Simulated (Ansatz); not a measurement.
Te: element substitutions

The reference is Te (space group P3_121, No. 152; a = 4.317 Å, c = 5.955 Å; made of chains).

Each row replaces one element on all its sites; cell and atoms are relaxed.

Calculations: PBEsol/PAW in Ansatz (an electronic-structure program), scalar-relativistic without spin-orbit coupling.

```json
[
 {"change": "base", "shortest interatomic distance": "2.908 Å", "space group": "P3_121 (No. 152)", "density": "6.62 g/cm³"},
 {"change": "Te → W", "shortest interatomic distance": "2.718 Å", "space group": "R-3m (No. 166)", "density": "18.96 g/cm³"},
 {"change": "Te → Sn", "shortest interatomic distance": "3.032 Å", "space group": "R-3m (No. 166)", "density": "7.08 g/cm³"},
 {"change": "Te → Pd", "shortest interatomic distance": "2.741 Å", "space group": "Fm-3m (No. 225)", "density": "12.14 g/cm³"},
 {"change": "Te → Ge", "shortest interatomic distance": "2.668 Å", "space group": "Pm-3m (No. 221)", "density": "6.35 g/cm³"}
]
```

Whether these cells are dynamically stable was not tested. As relaxed here, W, Sn and Ge are hypothetical phases, not in the database extracts checked. The final runs are not spin-polarised. No dispersion term is included in the PBEsol runs.
